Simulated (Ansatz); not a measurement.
The starting structures come from a database of crystals and need not be the phases stable at ambient conditions.

By PBEsol, the system below comes out a metal.

A figure of merit of an interconnect metal is its ballistic conductance per area.

```yaml
crystal:
  lattice:
    - [2.58137, 0.00000, 0.00000]
    - [0.00000, 8.42706, 0.00000]
    - [1.29069, 0.00000, 2.19170]
  atoms:
    - { symbol: Cu, position: [0.00000, 0.00000, 0.00000] }
    - { symbol: Cu, position: [0.00000, 0.50000, 0.00000] }
    - { symbol: Cu, position: [0.33333, 0.75000, 0.33333] }
    - { symbol: Cu, position: [0.66667, 0.25000, 0.66667] }
```

Space group of this cell: Cmcm. The cell is strained (lengths across the current scaled by 1.02, ions clamped); by PBEsol its mean pressure is -7.6 GPa.

The current flows along the normal of the first two printed cell vectors. No spin-orbit coupling; the value is a mean over 0.1 eV about the Fermi level.

Problem. Estimate the ballistic conductance per area that Ansatz (an electronic-structure program) with PBEsol returns for this system.

Solution. 1.1 × 10¹⁵ S/m² for both spins.
